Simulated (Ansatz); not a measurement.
MoS2 under a change: electrons 7.0×10^21 cm⁻³

Start from MoS$_{2}$ (space group P6_3/mmc, No. 194; a = 3.173 Å, c = 12.437 Å; layered, stacked along the Cartesian z axis).

One thing is altered: electron doping at 7.0×10^21 cm⁻³ (0.759 per cell), with a uniform compensating background at fixed cell and a 300 K Fermi–Dirac width.

Method: r2SCAN+rVV10, PAW, 500 eV (Ansatz, a quantum-chemistry and plane-wave program; no spin-orbit coupling). Γ-centred 17×17×4 mesh, Fermi–Dirac width 0.0259 eV.

| quantity | base | changed | shift |
|---|---|---|---|
| gap between the host's bands | 1.01 eV | 0.97 eV | -0.045 eV |
| gap character | indirect, Γ → K–Γ (47 % along) | indirect, Γ → K–Γ (47 % along) | – |
| largest internal atomic displacement | – | 0.018 Å | – |
| Fermi level relative to the doped band's edge (positive inside the band; to 0.05 eV) | – | +0.45 eV | – |

Carriers are added with a uniform compensating background; total energy and stress of such cells depend on the potential's zero and are not compared; many-body gap narrowing is missing at this level. Whether these cells are dynamically stable was not tested.
